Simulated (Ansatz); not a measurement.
**Pressure series in hypothetical cubic perovskite CaTiSe3**

Consider CaTiSe3 in the cubic perovskite structure (space group Pm-3m, No. 221; a = 4.9205 Å; a hypothetical phase, not in the database extracts checked).

Cell and atoms are relaxed at each pressure.

Method: PBEsol in Ansatz (plane waves to 420 eV, PAW, no spin-orbit coupling).

Notes on the quantities. enthalpy: H = E + PV relative to the base's energy.

```
variant           volume per atom       enthalpy
----------------  ---------------  -------------
base                     23.83 Å³              –
pressure −2 GPa          24.58 Å³  -0.30 eV/atom
pressure −1 GPa          24.19 Å³  -0.15 eV/atom
pressure 0.3 GPa         23.72 Å³  +0.04 eV/atom
pressure 0.7 GPa         23.59 Å³  +0.10 eV/atom
pressure 1.5 GPa         23.33 Å³  +0.22 eV/atom
pressure 3 GPa           22.89 Å³  +0.44 eV/atom
pressure 5 GPa           22.35 Å³  +0.72 eV/atom
pressure 7.5 GPa         21.76 Å³  +1.06 eV/atom
pressure 10 GPa          21.23 Å³  +1.40 eV/atom
```

Load acts through the strain it causes; cell and atoms are relaxed under it. Whether these cells are dynamically stable was not tested. Competing high-pressure phases were not computed. All final runs are without spin polarisation. Many cubic perovskites are stable only at high temperature; tilts and polar distortions were not tested. CaTiSe3 has a high density of states at the Fermi level and may be magnetic at this level.

Ansatz is a program for electronic structure.
